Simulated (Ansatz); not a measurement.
The parent structure is Nb2O5 (space group C2, No. 5; a cell from a computed database, its experimental status unchecked).

```
CELL_PARAMETERS angstrom
      2.98017    -2.54471     0.00000
      2.98017     2.54471     0.00000
     -2.67249     0.00000     5.08261
ATOMIC_POSITIONS crystal
  Nb 0.76620 0.85137 0.70741
  Nb 0.14863 0.23380 0.29259
  O  0.72294 0.27706 0.50000
  O  0.21817 0.63753 0.65090
  O  0.36247 0.78183 0.34910
  O  0.11215 0.24253 0.95959
  O  0.75747 0.88785 0.04041
```

Cartesian axes are those of the cell as printed.

Now apply this change: uniaxial stress, 5 GPa tension along z; all other stress components relax to zero.

Levels (all Ansatz, an electronic-structure program, PAW): PBEsol (420 eV, no spin-orbit coupling); r2SCAN (500 eV, no spin-orbit coupling); HSE06 (420 eV, without spin-orbit coupling).

At the geometry relaxed with PBEsol, these levels gave the following band gaps, in shuffled order: (a) 2.27 eV, (b) 3.24 eV, (c) 1.90 eV.

Question: Match each gap to its level.

Answer: (a) r2SCAN; (b) HSE06; (c) PBEsol.

Single points use the geometry relaxed with PBEsol. HSE06 gaps are upper bounds (no full band path). Load acts through the strain it causes; cell and atoms are relaxed under it. Stability under load was not tested beyond the relaxation.
